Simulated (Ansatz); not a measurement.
A computed series for CsGeBr3: element substitutions

The reference is CsGeBr₃ in the cubic perovskite structure (space group Pm-3m, No. 221; a = 5.545 Å; a cell from a computed database, its experimental status unchecked).

Each row replaces one element on all its sites; cell and atoms are relaxed.

Computed with DFT with r2SCAN, PAW potentials and a 500 eV plane-wave cutoff in Ansatz (a quantum-chemistry and plane-wave program), no spin-orbit coupling, earlier PAW set.

| case | shortest interatomic distance | density | band gap |
|---|---|---|---|
| base | 2.772 Å | 4.34 g/cm³ | 0.71 eV |
| Br → F | … | … | … |
| Cs → Na | 2.728 Å | 3.43 g/cm³ | 0.47 eV |
| Br → As | 2.584 Å | 5.18 g/cm³ | zero |

### Question
Some entries are withheld; estimate them.

### Answer

- Br → F, shortest interatomic distance: 2.249 Å
- Br → F, density: 4.79 g/cm³
- Br → F, band gap: 2.10 eV

Whether these cells are dynamically stable was not tested. As relaxed here, CsGeF3, NaGeBr3 and CsGeAs3 are hypothetical phases, not in the database extracts checked. All final runs are without spin polarisation. Many cubic perovskites are stable only at high temperature; tilts and polar distortions were not tested.
